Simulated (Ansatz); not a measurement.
The starting structures come from a database of crystals and need not be the phases stable at ambient conditions.

Here is the system:

```
CELL_PARAMETERS angstrom
      6.71510     0.00000     0.00000
      0.00000     6.71510     0.00000
      3.35755    -3.35755     3.35755
ATOMIC_POSITIONS crystal
  Hf 0.12500 0.25000 0.00000
  Hf 0.25000 0.37500 0.50000
  Hf 0.37500 0.75000 0.00000
  Hf 0.75000 0.12500 0.50000
  Hf 0.87500 0.87500 0.75000
  Hf 0.62500 0.62500 0.25000
  N  0.50000 0.00000 0.86634
  N  0.00000 0.13366 0.63366
  N  0.13366 0.86634 0.86634
  N  0.86634 0.50000 0.63366
  N  0.00000 0.63366 0.13366
  N  0.50000 0.00000 0.36634
  N  0.36634 0.50000 0.13366
  N  0.63366 0.36634 0.36634
```

Space group of this cell: I-43d. The cell is taken as given; by r2SCAN its mean pressure is -2.2 GPa.

Method: r2SCAN (plane waves, PAW; Ansatz, a program for electronic structure).

The current runs along the normal of the first two printed vectors; no spin-orbit coupling. Scaled by the factor s: both lengths across the current (ions clamped). Meshes 10×10×10 and 6×6 across the current in all rows.

| s | mean pressure (GPa) | slowest mid-gap decay constant κ (1/Å) |
|---|---|---|
| 0.98 | 10.4 | 0.194 |
| 1.00 | -2.2 | 0.185 |
| 1.02 | -12.4 | ? |

Question: Take the slope of the slowest mid-gap decay constant κ against ln s from the two given rows, extrapolate to s = 1.02, and say what the run there gives.

Answer: Slope = (0.194 − 0.185) / ln 0.98 = -0.445 1/Å. The line gives 0.185 + (-0.445) × ln 1.02 = 0.176 1/Å. The run gives 0.183 1/Å, 0.007 1/Å over the line, 77 % of the predicted step.
